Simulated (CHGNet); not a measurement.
L1₂ (Cu3Au-type) Al3Sc

Method: the machine-learned potential CHGNet 0.3.0 (trained on PBE and PBE+U data).

Cell (relaxed at this level):

```yaml
crystal:
  lattice:
    - [4.11125, 0.00000, 0.00000]
    - [0.00000, 4.11125, 0.00000]
    - [0.00000, 0.00000, 4.11125]
  atoms:
    - { symbol: Sc, position: [0.00000, 0.00000, 0.00000] }
    - { symbol: Al, position: [0.00000, 0.50000, 0.50000] }
    - { symbol: Al, position: [0.50000, 0.00000, 0.50000] }
    - { symbol: Al, position: [0.50000, 0.50000, 0.00000] }
```

For L1₂ (Cu3Au-type) Al3Sc, the lattice constant a is 4.111 Å and the volume per atom is 17.37 Å³/atom.

Measured, for comparison: lattice constant a 4.103 Å, equilibrium volume per atom 17.27 Å³/atom (room temperature, not corrected to a static lattice; as tabulated in A Combined Experimental and First-Principles Based Assessment of …). Computed (rounded) less measured: lattice constant a +0.2 %, equilibrium volume per atom +0.6 %.

A machine-learned potential is trained on density-functional data: it inherits that level's misses and adds fitting errors of its own.

Note: the model gives imaginary modes for this phase (in the spectrum interpolated from a supercell).
